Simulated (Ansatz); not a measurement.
Start from Bi (space group R-3m, No. 166; relaxed with 0.1 eV smearing).

```
CELL_PARAMETERS angstrom
      2.26657     1.30860     3.88439
     -2.26657     1.30860     3.88439
      0.00000    -2.61721     3.88439
ATOMIC_POSITIONS crystal
  Bi 0.23738 0.23738 0.23738
  Bi 0.76262 0.76262 0.76262
```

Calculations: plane-wave PAW DFT at the PBE-D3(BJ) level (Ansatz, a program for electronic structure, 420 eV), no SOC, earlier PAW set.

Perturbation: the cell is scaled by 1.0510 in all directions; the atoms relax in the strained cell.

What does the calculation give for the largest internal atomic displacement and energy relative to the base after the change?

The largest internal atomic displacement amounts to 0.088 Å; the energy grows by 83 meV/atom.

Whether these cells are dynamically stable was not tested.
